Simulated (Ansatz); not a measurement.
An Ansatz (an electronic-structure program) input (Kohn–Sham DFT with the PBE functional, run in Ansatz with PAW and 420 eV plane waves, no SOC):

Ansatz 0.2 input:
```yaml
crystal:
  lattice:
    - [0, 3.2045835243, 3.2045835243]
    - [3.2045835243, 0, 3.2045835243]
    - [3.2045835243, 3.2045835243, 0]
  atoms:
    - { symbol: Te, position: [0, 0, 0] }
    - { symbol: Sn, position: [0.5, 0.5, 0.5] }
basis: { ecutwfc: 420, ecutrho_ratio: 4, xc_grid: 2, fft_grid_basis: typed }
kpoints: { mp_grid: { grid: [13, 13, 13] } }
hamiltonian:
  xc: pbe
  dispersion: none
  pseudopotentials: { kind: paw }
scf: { occupations: { method: fermi_dirac, width: 0.05 }, convergence: { dr2_threshold: 0.0000000002 } }
output: { forces: true, stress: true }
```

Problem. Which symmetry and how many k-points will the program report, and about how many plane waves at Γ?

Solution. Space group Fm-3m (ITA 225) with 48 operations, k-points 84 of 2197, and 1243 plane waves at Γ.

Stability against distortions was not tested. The cell is SnTe in the rock salt structure (space group Fm-3m, No. 225).
